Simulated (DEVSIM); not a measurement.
**illuminated Si n-on-p cell, one wavelength**

Device: illuminated Si n-on-p cell, one wavelength, at 400 K.

```csv
layer (left to right),material,thickness (μm),Nd (cm⁻³),Na (cm⁻³),τn (s),τp (s),absorption coefficient (cm⁻¹)
1,Si,0.870,7.5e18,-,2.8e-6,5.4e-7,760
2,Si,43.0,-,1e16,6.4e-6,6.4e-6,760
```

Left contact: ohmic, minority hole recombination velocity 3000 cm/s. Right contact: ohmic, minority electron recombination velocity 60 cm/s. Voltage is applied to the left contact. Recombination: SRH at mid-gap, radiative, Auger. Light enters at the left, 2.2e18 photons cm⁻² s⁻¹, one pass, no reflection. Mobility is μmin + (μ − μmin)/(1 + (N/Nref)^α).

Constants are typed, rounded textbook-type inputs, not results; the design itself was drawn at random and stands for no fabricated device. Values at 300 K; Nc and Nv go as T^1.5, mobilities as T to minus their exponent, the gap by Varshni's rule with the affinity fixed.

```
parameter               Si
----------------  --------
gap (eV)             1.124
affinity (eV)         4.05
permittivity          11.7
Nc (cm⁻³)          2.86e19
Nv (cm⁻³)           3.1e19
μn (cm²/Vs)           1417
μp (cm²/Vs)            470
μn,min                  52
μp,min                  45
Nref,n              9.7e16
Nref,p              2.2e17
αn                    0.68
αp                    0.72
T exponent of μn       2.3
T exponent of μp       2.2
B (cm³/s)          4.7e-15
Cn (cm⁶/s)         2.8e-31
Cp (cm⁶/s)         9.9e-32
Varshni α (eV/K)  0.000473
Varshni β (K)          636
```

Simulated with DEVSIM: 1D drift-diffusion, Boltzmann statistics, complete ionisation; no tunnelling, impact ionisation, image-force lowering or self-heating.

```
Quantity                                                  Result
---------------------------------------------------  -----------
Potential step across the device at zero bias            0.743 V
Largest field in the device at zero bias             180000 V/cm
Dark forward voltage at 1 A/cm²                          0.546 V
Dark forward voltage at 100 A/cm²                        0.756 V
Short-circuit current                                 330 mA/cm²
Open-circuit voltage                                     0.489 V
Fill factor                                                 0.73
Largest power                                         117 mW/cm²
Share of generated pairs collected at short circuit        0.970
```

Current under light (generator sign):

| V (V) | J (mA/cm²) |
|---|---|
| 0.00 | 330 |
| 0.06 | 330 |
| 0.12 | 330 |
| 0.20 | 329 |
| 0.26 | 329 |
| 0.34 | 322 |
| 0.36 | 317 |
| 0.38 | 307 |
| 0.40 | 291 |
| 0.42 | 264 |
| 0.44 | 220 |
| 0.46 | 153 |
| 0.48 | 53.4 |
| 0.50 | -88.2 |

Dark forward current:

(V (V), J (A/cm²)): (-0.05, -1.6e-6); (-0.10, -7.4e-6); (-0.15, -3.1e-5); (-0.20, -0.00013); (-0.25, -0.00052); (-0.30, -0.0022); (-0.35, -0.0092); (-0.40, -0.037); (-0.45, -0.14); (-0.50, -0.41); (-0.55, -1.1); (-0.60, -2.9); (-0.65, -8.2); (-0.70, -26); (-0.75, -86); (-0.80, -280); (-0.85, -800); (-0.90, -1900); (-0.95, -3800)
